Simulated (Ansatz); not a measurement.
# Habitual settings against a tight run: Cs₂NaBiBr₆ (Fm-3m, 10 atoms in the cell)

Self-consistent single point.

```yaml
crystal:
  lattice:
    - [0.00000, 5.84720, 5.84720]
    - [5.84720, 0.00000, 5.84720]
    - [5.84720, 5.84720, 0.00000]
  atoms:
    - { symbol: Cs, position: [0.75000, 0.75000, 0.75000] }
    - { symbol: Cs, position: [0.25000, 0.25000, 0.25000] }
    - { symbol: Na, position: [0.50000, 0.50000, 0.50000] }
    - { symbol: Bi, position: [0.00000, 0.00000, 0.00000] }
    - { symbol: Br, position: [0.75344, 0.24656, 0.24656] }
    - { symbol: Br, position: [0.24656, 0.75344, 0.75344] }
    - { symbol: Br, position: [0.24656, 0.75344, 0.24656] }
    - { symbol: Br, position: [0.75344, 0.24656, 0.75344] }
    - { symbol: Br, position: [0.24656, 0.24656, 0.75344] }
    - { symbol: Br, position: [0.75344, 0.75344, 0.24656] }
```

Method: PBEsol, default PAW files made with PBE (plane waves; Ansatz, a program for electronic structure).

Base settings: basis.ecutwfc = 30.9 Ry; kpoints.mp_grid.grid = 3 3 3; hamiltonian.xc = pbesol; hamiltonian.pseudopotentials = {kind: paw} (the program's default PAW files); scf.occupations.method = fixed.

Tight run (finer mesh or higher cutoff; not a proven limit): basis.ecutwfc: 30.9 Ry → 43.4 Ry; kpoints.mp_grid.grid: 3 3 3 → 5 5 5; scf.convergence.dr2_threshold: default (1e-07 eV) → 1e-09 eV. It gave top of the valence band (on the code's own zero) 1.62 eV; gap on the k-point mesh 3.01 eV; pressure -1.35 GPa; largest force (vector length) 0.166 eV/Å.

Quick runs, as changes from the base:
- A: the base itself
- B: basis.ecutwfc: 30.9 Ry → 18.4 Ry
- C: kpoints.mp_grid.grid: 3 3 3 → 4 4 4
- D: basis.ecutwfc: 30.9 Ry → 21.7 Ry; kpoints.mp_grid.grid: 3 3 3 → 4 4 4; hamiltonian.xc: pbesol → lda; scf.occupations.method: fixed → fermi_dirac; scf.occupations.width: default → 0.0367 Ry [LDA (PW92)]

Energies are extrapolated to zero smearing width, which holds to low order in the width alone.

Dashes: energy of D, another energy zero.

Gaps are read on each run's own mesh, which may miss the band edges.

† marks runs with another functional, U, potentials or spin treatment: their distance from the tight run is not a convergence error alone.

The count of work is k-points × plane waves × bands × iterations; it is no time. 

Pressures in the table are Ansatz's without its Pulay estimate, at a fixed set of plane waves; the tight run's value above holds the estimate.

The starting cell comes from a database of computed structures (which also holds hypothetical and non-ambient phases and stackings), without a prior relaxation at this level. Its lattice was rescaled by a random factor within 2.5 % of one. Spin-orbit coupling is off.

| run | energy less tight (meV/atom) | pressure less tight (GPa) | largest miss in a force vector (eV/Å) | gap on the mesh less tight (eV) | count of work / tight |
|---|---|---|---|---|---|
| A | 0.9 | -0.01 | 0.001 | 0.093 | 0.21 |
| B | 259.0 | -6.96 | 0.011 | 0.155 | 0.097 |
| C | 0.8 | -0.01 | 0.000 | -0.060 | 0.42 |
| D† | – | -2.21 | 0.108 | -0.092 | 0.33 |

Among the runs at the tight run's level, the energy misses run from 0.8 to 259.0 meV/atom.

Left out of this page: 2 runs of the series with a known weakness of the program.

Keys are those of Ansatz 0.2.
